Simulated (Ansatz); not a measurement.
# TiO2: energy against strain

TiO2 (rutile, P4_2/mnm, 10.651 Å³/atom at rest, c along z) under a strain ε along c (axis z), the other axes held. PBE in Ansatz, a plane-wave DFT program (PAW, default set), 420 eV, 7×7×11 Γ-centred mesh, Fermi-Dirac smearing 0.05 eV; ions are relaxed within the symmetry of each cell.

Here s stands for strain and y for E less E0.

| strain (%) | E less E0 (meV/atom) |
|---|---|
| -1.20 | 2.32 |
| -0.60 | 0.58 |
| 0.00 | 0.00 |
| 0.60 | 0.55 |
| 1.20 | 2.20 |
| 3.00 | ? |

### Question
Fit y against s with a parabola, and predict the withheld value at s = 3.00.

### Answer
Least squares gives y = 0.000 - 0.0450·s + 1.5694·s². Residuals (row less fit): 0.006, -0.012, 0.000, 0.012, -0.006; standard error 0.013 (degrees of freedom: 2). Twice the quadratic coefficient over the volume, 2 × 1.5694 meV × 10⁴ × 0.1602 / 10.651 Å³, is the elastic constant C33 = 472 ± 3 GPa. At the withheld row, y = 0.000 - 0.0450 × 3.0 + 1.5694 × 3.0² = 13.990 meV/atom. The calculation gives 13.27 meV/atom, 0.720 meV/atom below the prediction (5.4 % of the range of y in the table). The row lies outside the fitted rows, so this is an extrapolation. From the scatter of the fitted rows alone, a prediction at this place has a standard error of 0.086 meV/atom, so the miss is 8.4 times that.

One order more, fitted to all 11 runs of the series, follows each within 0.01, so the miss is the next term of a smooth law. The primitive cell can neither tilt nor turn polar against its symmetry, as such crystals can under strain. Rows are the converged runs of the series near zero and its far end; series whose fitted rows scatter by over a few per cent of the range, as at a crossing or softening among them, aren't shown in this form. Most that stay on the fit to the last digits aren't either.
